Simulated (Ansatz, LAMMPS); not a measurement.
Crystalline Ge, 1728 atoms, one frame of classical dynamics at 300 K, cell scaled from the potential's lattice parameter to the PBE one and held. Cell 34.56 × 34.56 × 34.56 Å, Ge1728, 1728 atoms. Prepared with Tersoff's 1989 multicomponent potential (SiCGe.tersoff) (LAMMPS): 30 ps at 300 K at fixed volume, last frame. The 60 atoms nearest one atom, with forces from PBE, support functions at accuracy medium on the grid of 370 eV (Ansatz, an electronic-structure program) on the whole cell:

```csv
x (Å),y,z,Fx (eV/Å),Fy,Fz
0.000,0.000,0.000,-0.63,0.00,0.70
1.429,-1.375,-1.402,0.01,-0.59,0.47
1.349,1.390,1.553,0.19,0.46,-0.30
-1.486,1.518,-1.301,0.16,-0.27,-0.48
-1.474,-1.450,1.535,0.35,-0.04,-0.55
2.853,0.039,-2.718,1.15,0.03,-0.25
0.019,-2.901,-2.693,-0.58,-0.49,0.06
0.122,2.893,-2.724,-0.74,0.28,0.05
2.792,-2.870,0.096,0.36,0.00,-0.15
-2.955,-0.032,-2.710,0.26,0.09,-0.13
2.834,2.917,0.172,0.50,-0.41,0.04
2.768,0.017,3.001,0.26,-0.58,0.22
-2.894,2.896,0.171,-0.08,0.53,0.07
-2.879,-0.013,2.928,-0.55,-0.38,0.52
-2.901,-2.912,0.079,-0.14,0.33,0.47
-0.016,-2.958,2.901,-0.30,0.74,0.25
0.008,2.881,3.026,0.04,-0.10,0.25
1.453,1.424,-4.174,0.03,0.15,-0.35
-1.461,-1.507,-4.150,-0.40,-0.08,-0.01
4.240,-1.445,1.536,-0.17,0.28,0.16
1.430,4.392,-1.250,0.31,-0.16,-0.15
-1.456,-4.433,-1.125,0.69,0.08,-1.00
-1.463,1.392,4.381,-0.05,0.22,-0.18
-4.397,-1.504,-1.315,0.31,-0.29,-0.51
-4.353,1.428,1.530,-0.18,-0.48,-0.34
1.442,-4.329,1.587,0.35,-0.17,-0.27
4.411,1.490,-1.296,-0.92,-0.44,0.44
1.317,-1.543,4.456,0.17,0.75,-0.26
-1.462,4.364,1.722,0.20,-0.27,-1.00
-0.071,0.010,-5.555,0.53,-0.28,-0.19
0.027,5.786,0.198,-1.19,-0.21,-0.48
5.798,-0.068,0.144,-0.14,-0.03,-0.25
-5.813,-0.091,0.019,-0.33,0.66,0.94
0.111,-5.853,0.225,-0.29,0.17,-0.51
-0.122,-0.005,5.864,0.36,-0.66,0.34
1.468,-4.287,-4.173,-0.04,-0.36,-0.33
4.346,-1.521,-4.113,-0.23,0.66,-0.10
-1.334,4.369,-4.216,-1.06,-0.70,0.78
-4.425,1.349,-4.195,0.71,0.89,0.52
4.312,-4.362,-1.270,-0.12,0.03,-0.07
4.342,4.227,1.706,-0.50,0.11,-0.11
-1.387,-4.363,4.336,-0.58,-0.27,0.57
-4.333,-4.347,1.474,0.27,-0.12,1.03
-4.424,4.323,-1.293,-0.02,-0.08,-0.03
4.283,1.407,4.456,-0.25,-0.25,-0.03
-4.301,-1.593,4.468,0.26,0.36,-0.26
1.435,4.263,4.576,-0.24,0.23,-0.40
-2.816,2.794,-5.558,-0.40,0.49,0.16
2.902,-2.818,-5.657,0.01,-0.56,0.23
5.672,2.903,-2.803,0.20,0.38,-0.33
2.905,2.892,-5.633,-0.63,0.48,0.47
5.655,-2.827,3.036,0.59,0.14,-0.18
-2.940,-3.004,-5.621,0.20,0.45,0.28
-2.866,-5.854,-2.643,-0.33,-0.31,-0.04
2.891,-5.814,-2.738,-0.38,0.79,0.28
2.817,5.692,3.056,0.28,0.40,0.08
2.798,5.867,-2.746,-0.03,-0.23,-0.19
-2.909,2.795,5.801,-0.39,-0.10,0.26
-3.018,5.750,-2.793,0.47,-0.49,-0.22
5.807,-2.974,-2.740,-0.32,0.18,0.47
```
